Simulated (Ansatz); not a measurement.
Base system: TiO$_{2}$ in the rutile structure (space group P4_2/mnm, No. 136).

```
CELL_PARAMETERS angstrom
      4.59117     0.00000     0.00000
      0.00000     4.59117     0.00000
      0.00000     0.00000     2.93906
ATOMIC_POSITIONS crystal
  Ti 0.00000 0.00000 0.00000
  Ti 0.50000 0.50000 0.50000
  O  0.30444 0.30444 0.00000
  O  0.80444 0.19556 0.50000
  O  0.19556 0.80444 0.50000
  O  0.69556 0.69556 0.00000
```

Cartesian axes are those of the cell as printed.

Calculations: DFT with PBEsol, PAW potentials and a 420 eV plane-wave cutoff in Ansatz (a first-principles code), no spin-orbit coupling.

Before the change:

Electron mass: 0.54 mₑ along c, 1.1 mₑ across (at Γ)

Now apply this change: biaxial strain −1.30 %, plane normal [001], relaxed out of plane (Cartesian); in-plane vectors clamped, the third vector and the atoms free.

Problem. What happens to the ratio −ε⊥/ε∥ and electron mass?

Solution. The ratio −ε⊥/ε∥ amounts to 0.69; the electron mass changes from 0.54 mₑ along c, 1.1 mₑ across (at Γ) to 0.54 mₑ out of plane, 1.1 mₑ in plane (at Γ).

The levels and masses belong to the bands next to the band gap. Effective masses come from finite differences of ±0.01 Å⁻¹. Whether these cells are dynamically stable was not tested. All final runs are without spin polarisation.
